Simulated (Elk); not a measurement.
Input and output of a self-consistent single point for ZrIn₃ (P1, 4 atoms in the cell) (Elk).

Method of the run: PBEsol, all-electron FP-LAPW, Elk's shipped species files, default APW+lo basis (Elk 10.2.4).

The change in words: atoms moved at random. Reference geometry:
```yaml
crystal:
  lattice:
    - [-2.15006, 2.15006, 4.97804]
    - [2.15006, -2.15006, 4.97804]
    - [2.15006, 2.15006, -4.97804]
  atoms:
    - { symbol: Zr, position: [0.00000, 0.00000, 0.00000] }
    - { symbol: In, position: [0.25000, 0.75000, 0.50000] }
    - { symbol: In, position: [0.75000, 0.25000, 0.50000] }
    - { symbol: In, position: [0.50000, 0.50000, 0.00000] }
```

Reference input (self-consistent single point, DFT, PBEsol, all-electron FP-LAPW, Elk's shipped species files, default APW+lo basis): xctype = 22; swidth = 0.00367493 Ha; ngridk = 7 7 7; maxscl = 100. This run's input differs from it in these lines:

```diff
@@ -24,8 +24,8 @@
   1
-  0.0000000000  0.0000000000  0.0000000000    0.0 0.0 0.0
+  -0.0049120000  -0.0005280000  -0.0083600000    0.0 0.0 0.0
   'In.in'
   3
-  0.2500000000  0.7500000000  0.5000000000    0.0 0.0 0.0
-  0.7500000000  0.2500000000  0.5000000000    0.0 0.0 0.0
-  0.5000000000  0.5000000000  0.0000000000    0.0 0.0 0.0
+  0.2566500000  0.7508610000  0.5104180000    0.0 0.0 0.0
+  0.7450920000  0.2478860000  0.4984520000    0.0 0.0 0.0
+  0.5031700000  0.5017810000  -0.0005090000    0.0 0.0 0.0
```

Output (repeated stretches shortened):

```
│ Self-consistent loop started │
│ Loop number : 1 │
 total energy                :     -21239.9582715
│ Loop number : 2 │
 total energy                :     -21240.1905434
RMS change in Kohn-Sham potential (target) :   0.1120184513     (  0.1000000000E-05)
Absolute change in total energy (target)   :   0.2322719578     (  0.1000000000E-03)
│ Loop number : 3 │
 total energy                :     -21240.4664883
RMS change in Kohn-Sham potential (target) :   0.1085931631     (  0.1000000000E-05)
Absolute change in total energy (target)   :   0.3340129242     (  0.1000000000E-03)
│ Loop number : 4 │
   [... lines left out ...]
Absolute change in total energy (target)   :   0.3636270158E-03 (  0.1000000000E-03)
│ Loop number : 12 │
 total energy                :     -21239.1730464
RMS change in Kohn-Sham potential (target) :   0.1281399609E-05 (  0.1000000000E-05)
Absolute change in total energy (target)   :   0.1040839488E-03 (  0.1000000000E-03)
│ Loop number : 13 │
 total energy                :     -21239.1730341
RMS change in Kohn-Sham potential (target) :   0.2194118433E-06 (  0.1000000000E-05)
Absolute change in total energy (target)   :   0.3824877058E-04 (  0.1000000000E-03)
Convergence targets achieved

│ Loop number : 14 │

Energies :
 Fermi                       :     0.263741389793
 total energy                :     -21239.1730410

Density of states at Fermi energy :    38.82263901
 (states/Hartree/unit cell)

Estimated indirect band gap :   0.3438864484E-02
 from k-point    134 to k-point    168
Estimated direct band gap   :   0.1738936416E-01
 at k-point    318

Charges :
 core                        :    118.0000000
 valence                     :    69.00000000
 interstitial                :    6.926692939
 muffin-tins (core leakage)
  species :    1 (Zr)
   atom    1                 :    37.82638630     (  0.2842174680E-05)
  species :    2 (In)
   atom    1                 :    47.39862364     (  0.1313866505E-03)
   atom    2                 :    47.39874876     (  0.1313881224E-03)
   atom    3                 :    47.44954835     (  0.1321414576E-03)
 total in muffin-tins        :    180.0733071
 total calculated charge     :    186.9982530
 total charge                :    187.0000000
 error                       :   0.1746956666E-02

│ Self-consistent loop stopped │
```

The run converged in 14 iterations. The count includes the last loop, which Elk runs after its targets are met. Against the reference run the free energy rises by 3.5 meV/atom.

The starting cell comes from a database of computed structures (which also holds hypothetical and non-ambient phases and stackings), without a prior relaxation at this level. Its lattice was rescaled by a random factor within 2.5 % of one. For this run, on top of that: atoms moved at random. Values depend on the basis (sphere radii, cutoffs, local orbitals), which need not be converged. The log's line on a gap gives a spacing of levels on this mesh, which the program prints for metals too.

Cost on one core of a shared machine: roughly 4 min.
